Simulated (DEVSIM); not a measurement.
**Al0.2Ga0.8As/GaAs n-p heterojunction**

Structure: Al0.2Ga0.8As/GaAs n-p heterojunction, at 300 K.

| layer (left to right) | material | thickness (μm) | Nd (cm⁻³) | Na (cm⁻³) | τn (s) | τp (s) |
|---|---|---|---|---|---|---|
| 1 | Al0.2Ga0.8As | 0.320 | 8.2e16 | - | 7e-10 | 7e-10 |
| 2 | GaAs | 0.0480 | - | 2.5e17 | 7e-10 | 7e-10 |

Left contact: ohmic. Right contact: ohmic. Voltage is applied to the left contact. Recombination: SRH at mid-gap. Mobility is μmin + (μ − μmin)/(1 + (N/Nref)^α).

Constants are typed, rounded textbook-type inputs, not results; the design itself was drawn at random and stands for no fabricated device. Values at 300 K.

| parameter | Al0.2Ga0.8As | GaAs |
|---|---|---|
| gap (eV) | 1.6734 | 1.424 |
| affinity (eV) | 3.912 | 4.07 |
| permittivity | 12.33 | 12.9 |
| Nc (cm⁻³) | 6.04e17 | 4.7e17 |
| Nv (cm⁻³) | 9e18 | 9e18 |
| μn (cm²/Vs) | 4980 | 8500 |
| μp (cm²/Vs) | 250 | 400 |
| μn,min | 500 | 500 |
| μp,min | 20 | 20 |
| Nref,n | 6e16 | 6e16 |
| Nref,p | 1.5e17 | 1.5e17 |
| αn | 0.39 | 0.39 |
| αp | 0.38 | 0.38 |

Simulated with DEVSIM: 1D drift-diffusion, Boltzmann statistics, complete ionisation; no tunnelling, impact ionisation, image-force lowering or self-heating. Band offsets follow the typed affinities; no thermionic-emission limit at abrupt steps, no polarisation charge.

- Potential step across the device at zero bias = 1.438 V
- Largest field in the device at zero bias = 160000 V/cm
- Dark forward voltage at 1 A/cm² = 0.957 V
- Dark forward voltage at 100 A/cm² = 1.096 V

Dark forward current:

| V (V) | J (A/cm²) |
|---|---|
| -0.05 | -2.7e-12 |
| -0.15 | -2.7e-11 |
| -0.25 | -2.0e-10 |
| -0.30 | -5.7e-10 |
| -0.40 | -5.1e-9 |
| -0.50 | -7.7e-8 |
| -0.60 | -2.2e-6 |
| -0.65 | -1.4e-5 |
| -0.75 | -0.00055 |
| -0.85 | -0.022 |
| -0.95 | -0.78 |
| -1.00 | -4.4 |
| -1.10 | -110 |
| -1.20 | -2000 |
